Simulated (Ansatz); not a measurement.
End structure of the (211) surface of tetragonal indium in its 1x1 cell, outermost plane spacing 1.43 Å in the ideal cut:

```
CELL_PARAMETERS angstrom
      3.41821     0.00000     0.00000
     -1.44577     5.63579     0.00000
      0.00000     0.00000    26.00000
ATOMIC_POSITIONS crystal
  In 0.34289 0.65168 0.31752
  In 0.67339 0.17926 0.35691
  In 0.86621 0.70039 0.42510
  In 0.18319 0.22138 0.46795
  In 0.37400 0.73170 0.53205
  In 0.69099 0.25270 0.57490
  In 0.88380 0.77383 0.64309
  In 0.21431 0.30140 0.68248
```

Set-up: 8 atoms, 10.0 Å thick at the start (thin: gaps and levels are the slab's own); mesh 11x7x1; 0.1 eV smearing; dipole correction on; all atoms relaxed; symmetry of the start imposed; no spin, no spin-orbit, no U.

**Question.** What is the computed work function of the top face (PBE (Ansatz, a program for electronic structure))?

**Answer.** 3.89 eV

**Question.** Give the surface energy (mean of both faces) at the level PBE.

**Answer.** 0.35 J/m²
